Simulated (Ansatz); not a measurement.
Partial pair distribution functions of a relaxed model of amorphous Al$_{28}$O$_{43}$Be, broadened by 0.06 Å; density 3.10 g/cm³. Level of theory: PBE, scalar-relativistic without spin-orbit coupling (plane waves to 420 eV, PAW; Ansatz, a program for electronic structure).

The cell was made by melting and quenching with the CHGNet potential and then relaxed with DFT. O atoms were pushed apart under 1.9 Å during the dynamics, to hinder bonds among them. The hot cell started wider than the set density and was brought back towards it in steps. It is the lowest in DFT energy of 2 quenches. It is a model cell: composition and starting density were chosen by hand, and all elements were melted together. No dispersion term was used. Its density started from a set value of 3.09 and ended at 3.10 g/cm³. Cooling (nominally 410 K/ps over its main leg) ran many orders faster than in experiment, which tends to leave more defects and strain. A cell of this size samples the disorder only roughly. Volume and shape were free in the relaxation.

| r (Å) | g Al-O | g O-Be | g Al-Al | g O-O |
|---|---|---|---|---|
| 1.40 | 0.00 | 0.02 | 0.00 | 0.00 |
| 1.50 | 0.00 | 1.70 | 0.00 | 0.00 |
| 1.60 | 0.24 | 10.98 | 0.00 | 0.00 |
| 1.70 | 2.97 | 7.60 | 0.00 | 0.00 |
| 1.80 | 8.19 | 1.09 | 0.00 | 0.00 |
| 1.90 | 5.20 | 0.02 | 0.00 | 0.00 |
| 2.00 | 1.75 | 0.00 | 0.00 | 0.00 |
| 2.10 | 0.60 | 0.00 | 0.00 | 0.00 |
| 2.20 | 0.26 | 0.00 | 0.00 | 0.01 |
| 2.30 | 0.06 | 0.00 | 0.00 | 0.18 |
| 2.40 | 0.01 | 0.00 | 0.00 | 0.72 |
| 2.50 | 0.08 | 0.00 | 0.04 | 1.20 |
| 2.60 | 0.12 | 0.00 | 0.52 | 1.74 |
| 2.70 | 0.16 | 0.00 | 0.94 | 2.45 |
| 2.80 | 0.20 | 0.00 | 1.49 | 3.00 |
| 2.90 | 0.26 | 0.01 | 1.40 | 3.07 |
| 3.00 | 0.50 | 0.43 | 2.44 | 2.38 |
| 3.10 | 0.78 | 0.95 | 3.35 | 1.51 |
| 3.20 | 0.98 | 0.37 | 2.87 | 1.07 |
| 3.30 | 1.08 | 0.90 | 2.34 | 0.79 |
| 3.40 | 1.21 | 1.14 | 1.71 | 0.65 |
| 3.50 | 1.00 | 3.05 | 0.87 | 0.54 |
| 3.60 | 0.99 | 1.33 | 0.71 | 0.55 |
| 3.70 | 1.04 | 1.33 | 0.51 | 0.60 |
| 3.80 | 1.15 | 1.66 | 0.22 | 0.56 |
| 3.90 | 1.14 | 1.58 | 0.48 | 0.58 |
| 4.00 | 1.23 | 1.08 | 0.61 | 0.52 |
| 4.10 | 1.20 | 1.89 | 0.56 | 0.45 |
| 4.20 | 1.22 | 2.24 | 0.52 | 0.55 |
| 4.30 | 1.55 | 2.10 | 0.36 | 0.58 |

Within 2.32 Å each Al has 4.57 O neighbours on average.
